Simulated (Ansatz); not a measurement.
The cell is built on a prototype and need not be the phase stable at ambient conditions.

Inside the gap of an insulator the Bloch states are evanescent, with a wavenumber k + iκ along the transport direction.

```yaml
crystal:
  lattice:
    - [3.43757, 0.00000, 0.00000]
    - [0.00000, 10.37631, 0.00000]
    - [0.00000, 0.00000, 3.43749]
  atoms:
    - { symbol: Be, position: [0.24998, 0.75000, 0.25000] }
    - { symbol: Be, position: [0.74998, 0.75000, 0.75000] }
    - { symbol: Be, position: [0.75002, 0.25000, 0.75000] }
    - { symbol: Be, position: [0.25002, 0.25000, 0.25000] }
    - { symbol: S, position: [0.75002, 0.13233, 0.25000] }
    - { symbol: S, position: [0.25002, 0.36767, 0.75000] }
    - { symbol: S, position: [0.24998, 0.86767, 0.75000] }
    - { symbol: S, position: [0.74998, 0.63233, 0.25000] }
```

Space group of this cell: P4/nmm. The cell was relaxed by PBE-D3(BJ); by r2SCAN its mean pressure is 2.3 GPa.

Transport runs along the normal of the first two printed cell vectors.

No gap correction and no spin-orbit coupling; mid-gap values are interpolated between computed energies.

Problem. Give the band gap and the smallest decay constant κ at mid-gap that r2SCAN (Ansatz, a quantum-chemistry and plane-wave program) yields.

Solution. Gap 3.68 eV on a 10×4×10 mesh; κ = 0.264 1/Å, at the zone centre.
